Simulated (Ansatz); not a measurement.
Functionals compared on a constructed model of the (111) surface of fcc Ir, a pseudomorphic layer of W in the host's stacking (bottom of the slab: a bare face, its two planes held), in Ansatz (plane waves, PAW). The structure was relaxed with PBE; the other rows are single points on it. Cutoff 420 eV (500 eV for r2SCAN).

Set-up: 7 atoms, 13.9 Å thick at the start with caps and adatoms (thin: gaps and levels are the slab's own); mesh 16x16x1; 0.1 eV smearing; dipole correction on; 2 atoms held, the rest relaxed; start symmetry kept, larger cells not searched; no spin, no spin-orbit, no U. It is one candidate, not shown to be the stable structure of the face. These notes are the PBE run's.

```tsv
functional	work function of the top face (eV)	rough cost of the single point
PBE	5.42	–
RPBE	5.29	very roughly 27 core-seconds
r2SCAN	5.53	about 50 core-seconds (a rough figure)
```

Ansatz is an electronic-structure program.
